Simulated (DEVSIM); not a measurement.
Structure: abrupt GaAs p-n junction, at 300 K.

Layer 1 from the left is GaAs, thickness (μm) 0.880, Na (cm⁻³) 2.2e17, τn (s) 9.4e-8, τp (s) 9.4e-8. Layer 2 from the left is GaAs, thickness (μm) 120, Nd (cm⁻³) 1.8e17, τn (s) 9.4e-8, τp (s) 9.4e-8.

Left contact: ohmic. Right contact: ohmic. Voltage is applied to the left contact. Recombination: SRH at mid-gap. Mobility is constant in doping.

The device is made up for the run: typed textbook-type constants, with dimensions and the other settings drawn at random. Values at 300 K.

GaAs: gap (eV) 1.424, affinity (eV) 4.07, permittivity 12.9, Nc (cm⁻³) 4.7e17, Nv (cm⁻³) 9e18, μn (cm²/Vs) 8500, μp (cm²/Vs) 400.

DEVSIM, 1D drift-diffusion, Boltzmann statistics, complete ionisation; no tunnelling, impact ionisation, image-force lowering or self-heating.

Dark forward current:

```
|V| (V)  |J| (A/cm²)
-------  -----------
0.05       1.647e-12
0.10       5.716e-12
0.15       1.650e-11
0.20       4.553e-11
0.25       1.240e-10
0.30       3.366e-10
0.35       9.164e-10
0.40        2.516e-9
0.45        7.051e-9
0.50        2.068e-8
0.55        6.669e-8
0.60        2.532e-7
0.65        1.182e-6
0.70        6.605e-6
0.75        4.133e-5
0.80       0.0002734
0.85        0.001854
0.90         0.01270
0.95         0.08735
1.00          0.6011
1.05           4.115
1.10           27.14
1.15           148.5
1.20           513.0
1.25            1120
1.30            1872
```

Q: Work out the local ideality factor n = ΔV / (kT/q · ln(J2/J1)) between the rows 0.15 and 0.20 V, 0.95 and 1.00 V, 1.25 and 1.30 V.

A: kT/q = 25.85 mV. From 0.15 to 0.20 V: ln(4.553e-11/1.650e-11) = 1.015, n = 1.91, near the 2 of recombination in the depletion region. From 0.95 to 1.00 V: ln(0.6011/0.08735) = 1.929, n = 1.00, near the 1 of diffusion or emission over a barrier. From 1.25 to 1.30 V: ln(1872/1120) = 0.514, n = 3.77; the layers' resistance at their doping, Σ W/(qμN) = 5.5e-5 Ω cm², would take 42 mV of this step of 50 mV.

Q: Estimate the current at 0.90 V from the Shockley equation with J0 = Σ q ni² D/(N L) coth(W/L), τ joining the SRH, radiative and Auger lifetimes that are on, and W taken as the whole layer.

A: ni² = 5.04e12 cm⁻⁶; electrons in the p layer: μ = 8500 cm²/Vs, D = 220 cm²/s, τ = 9.40e-8 s, L = 45.4 μm, W/L = 0.019, term 9.16e-18 A/cm²; holes in the n layer: μ = 400 cm²/Vs, D = 10.3 cm²/s, τ = 9.40e-8 s, L = 9.86 μm, W/L = 12, term 4.70e-20 A/cm². J0 = 9.21e-18 A/cm², and J = J0 exp(qV/kT) = 0.0122 A/cm². The simulation gives 0.0127 A/cm²; the estimate lies 4.3 % below. The estimate leaves out recombination in the depletion region and that region's share of W.
